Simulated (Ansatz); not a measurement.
## Pressure series in hypothetical zinc blende CsBr

The parent structure is CsBr in the zinc blende structure (space group F-43m, No. 216; a = 8.1648 Å; a hypothetical phase, not in the database extracts checked).

Cell and atoms are relaxed at each pressure.

Method: r2SCAN in Ansatz (plane waves to 500 eV, PAW, no SOC).

Candidates:
(a) pressure −1 GPa
(b) pressure 30 GPa
(c) pressure 9 GPa
(d) pressure 45 GPa
(e) pressure 18 GPa

For the base:

- Smallest direct gap = 4.75 eV

**Question.** Order them by smallest direct gap, highest first.

**Answer.** (e) pressure 18 GPa (5.61 eV), (c) pressure 9 GPa (5.54 eV), (b) pressure 30 GPa (5.21 eV), (d) pressure 45 GPa (4.78 eV), (a) pressure −1 GPa (4.40 eV)

Load acts through the strain it causes; cell and atoms are relaxed under it. No phonon test of stability was made. No other phases were tried under pressure.

Ansatz is a program for electronic structure.
